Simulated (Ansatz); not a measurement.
# A computed series for GaN: pressure series

Base system: GaN in the wurtzite structure (space group P6_3mc, No. 186).

```
GaN
1.0
    3.18261     0.00000     0.00000
   -1.59131     2.75622     0.00000
    0.00000     0.00000     5.18530
Ga N
2 2
Direct
  0.66667   0.33333   0.00091
  0.33333   0.66667   0.50091
  0.66667   0.33333   0.62429
  0.33333   0.66667   0.12429
```

Cell and atoms are relaxed at each pressure.

Level of theory: PBEsol (Ansatz, an electronic-structure program), spin-orbit coupling left out.

```tsv
change	lattice parameter a	band gap
base	318.3 pm	1.88 eV
pressure −2 GPa	319.4 pm	1.80 eV
pressure −1 GPa	318.8 pm	1.84 eV
pressure 0.9 GPa	317.8 pm	1.91 eV
pressure 2.1 GPa	317.1 pm	1.95 eV
pressure 4.5 GPa	315.9 pm	2.02 eV
pressure 9 GPa	313.7 pm	2.16 eV
pressure 15 GPa	311.0 pm	2.32 eV
pressure 22.5 GPa	308.1 pm	2.51 eV
pressure 30 GPa	305.5 pm	2.67 eV
```

Load acts through the strain it causes; cell and atoms are relaxed under it. Whether these cells are dynamically stable was not tested. Tetrahedral semiconductors of this kind turn to denser phases somewhere between about 1 and 50 GPa; those were not computed, so compressed cells here can lie past the real transition.
